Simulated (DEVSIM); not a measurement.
# abrupt CdTe n-p junction

System: abrupt CdTe n-p junction, at 300 K.

| layer (left to right) | material | thickness (μm) | Nd (cm⁻³) | Na (cm⁻³) | τn (s) | τp (s) |
|---|---|---|---|---|---|---|
| 1 | CdTe | 58.0 | 1.2e17 | - | 6.4e-9 | 6.4e-9 |
| 2 | CdTe | 0.610 | - | 1.7e18 | 6.4e-9 | 6.4e-9 |

Left contact: ohmic. Right contact: ohmic. Voltage is applied to the left contact. Recombination: SRH at mid-gap. Mobility is constant in doping.

Constants are typed, rounded textbook-type inputs, not results; the design itself was drawn at random and stands for no fabricated device. Values at 300 K.

```tsv
parameter	CdTe
gap (eV)	1.5
affinity (eV)	4.28
permittivity	10.2
Nc (cm⁻³)	8e17
Nv (cm⁻³)	1.8e19
μn (cm²/Vs)	1000
μp (cm²/Vs)	80
```

Simulated with DEVSIM: 1D drift-diffusion, Boltzmann statistics, complete ionisation; no tunnelling, impact ionisation, image-force lowering or self-heating.

```json
{
  "potential_step_across_the_device_at_zero_bias": "1.390 V",
  "largest_field_in_the_device_at_zero_bias": "230000 V/cm",
  "Dark forward voltage at 1 A/cm²": "1.143 V",
  "Dark forward voltage at 100 A/cm²": "1.295 V"
}
```

Small-signal capacitance in reverse bias (quasi-static):

| V (V) | C (nF/cm²) |
|---|---|
| 0.2 | 72.6 |
| 0.5 | 66.4 |
| 1 | 58.9 |
| 1.5 | 53.5 |
| 2 | 49.3 |
| 3 | 43.2 |

Dark reverse current:

```
V (V)  J (A/cm²)
-----  ---------
0.20     1.6e-11
0.50     3.3e-11
1.00     5.8e-11
1.50     7.9e-11
2.00     9.8e-11
3.00     1.3e-10
```
